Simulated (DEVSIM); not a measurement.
System: abrupt Si n-p junction, at 300 K.

```
layer (left to right)  material  thickness (μm)  Nd (cm⁻³)  Na (cm⁻³)  τn (s)  τp (s)
---------------------  --------  --------------  ---------  ---------  ------  ------
1                            Si            1.60     4.5e18          -    8e-5    8e-5
2                            Si            58.0          -     1.3e15    8e-5    8e-5
```

Left contact: ohmic. Right contact: ohmic. Voltage is applied to the left contact. Recombination: SRH at mid-gap. Mobility is constant in doping.

This is a model device: material constants are rounded textbook-type values typed into the input, and sizes, dopings and lifetimes were drawn at random. Values at 300 K.

```tsv
parameter	Si
gap (eV)	1.124
affinity (eV)	4.05
permittivity	11.7
Nc (cm⁻³)	2.86e19
Nv (cm⁻³)	3.1e19
μn (cm²/Vs)	1417
μp (cm²/Vs)	470
```

Simulated with DEVSIM: 1D drift-diffusion, Boltzmann statistics, complete ionisation; no tunnelling, impact ionisation, image-force lowering or self-heating.

Task: Tabulate band edges, carrier densities and field at zero bias.

Result: Energies count from the Fermi level of the right contact; mesh points crowd at the junctions.

```tsv
x (μm)	Ec (eV)	Ev (eV)	n (cm⁻³)	p (cm⁻³)	field (V/cm)
0.000	0.048	-1.076	4.5e18	< 1e2	≈ 0
0.03678	0.048	-1.076	4.5e18	< 1e2	≈ 0
0.1282	0.048	-1.076	4.5e18	< 1e2	≈ 0
0.3552	0.048	-1.076	4.5e18	< 1e2	≈ 0
1.069	0.048	-1.076	4.5e18	< 1e2	≈ 0
1.401	0.048	-1.076	4.5e18	< 1e2	≈ 0
1.535	0.048	-1.076	4.5e18	< 1e2	≈ 0
1.597	0.056	-1.068	3.2e18	< 1e2	43000
1.630	0.190	-0.934	1.8e16	6400	20000
1.715	0.325	-0.799	9.9e13	1200000	14000
1.931	0.588	-0.536	3.8e9	3.1e10	10000
2.781	0.863	-0.261	92000	1.3e15	69
4.656	0.863	-0.261	89000	1.3e15	≈ 0
9.445	0.863	-0.261	89000	1.3e15	≈ 0
29.44	0.863	-0.261	89000	1.3e15	≈ 0
47.79	0.863	-0.261	89000	1.3e15	≈ 0
54.80	0.863	-0.261	89000	1.3e15	≈ 0
57.74	0.863	-0.261	89000	1.3e15	≈ 0
59.09	0.863	-0.261	89000	1.3e15	≈ 0
59.41	0.863	-0.261	89000	1.3e15	≈ 0
59.54	0.863	-0.261	89000	1.3e15	≈ 0
59.60	0.863	-0.261	89000	1.3e15	≈ 0
```
